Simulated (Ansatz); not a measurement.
The parent structure is GaN in the wurtzite structure (space group P6_3mc, No. 186).

```
CELL_PARAMETERS angstrom
      3.15179     0.00000     0.00000
     -1.57589     2.72953     0.00000
      0.00000     0.00000     5.13834
ATOMIC_POSITIONS crystal
  Ga 0.33333 0.66667 0.00030
  Ga 0.66667 0.33333 0.50030
  N  0.33333 0.66667 0.37670
  N  0.66667 0.33333 0.87670
```

Cartesian axes are those of the cell as printed.

All numbers come from LDA in Ansatz (plane waves to 420 eV, PAW, without spin-orbit coupling).

Base values:

The band gap is 2.13 eV.

Now apply this change: tensile biaxial strain of 1.80 % in the plane normal to [001], as in epitaxy on a mismatched substrate; the out-of-plane cell vector and the atoms relax.

Task: What does the calculation give for the band gap and in-plane stress after the change?

Result: The band gap shrinks by 0.20 eV, from 2.13 eV to 1.93 eV; the mean in-plane stress (compression positive) is -7.7 GPa.

No phonon test of stability was made.

Ansatz is an electronic-structure program.
